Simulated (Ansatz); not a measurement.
## SiO$_{2}$ in the CdI2 type structure (space group P-3m1, No. 164; a hypothetical phase, not in the database extracts checked; layered, stacked along the Cartesian z axis)

```xyz
3
Lattice="2.6701 0.0000 0.0000 -1.3351 2.3124 0.0000 0.0000 0.0000 4.5084" Properties=species:S:1:pos:R:3 pbc="T T T"
Si     0.0000     0.0000     0.0000
O      1.3351     0.7708     0.9115
O      0.0000     1.5416     3.5969
```

Computed with PBEsol-D3(BJ) (Ansatz, a quantum-chemistry and plane-wave program, PAW, scalar-relativistic without spin-orbit coupling). k-mesh 14×14×7 (Γ-centred); smearing 0.05 eV (Fermi–Dirac).

```json
{
  "volume_per_atom": "9.28 Å³",
  "density": "3.58 g/cm³",
  "band_gap": "6.28 eV, indirect, K–Γ (67 % along) → Γ",
  "electron_mass": "0.75 mₑ along c, 0.37 mₑ across",
  "Lowest conduction-band minima above the VBM": "Γ 6.28 eV; M (1/2, 0, 0) 7.72 eV",
  "total_energy": "-582.120 eV/atom (σ→0; compares only within this code and set-up)"
}
```

Masses are band curvatures over ±0.01 Å⁻¹ around the edge. Stability against distortions was not tested.
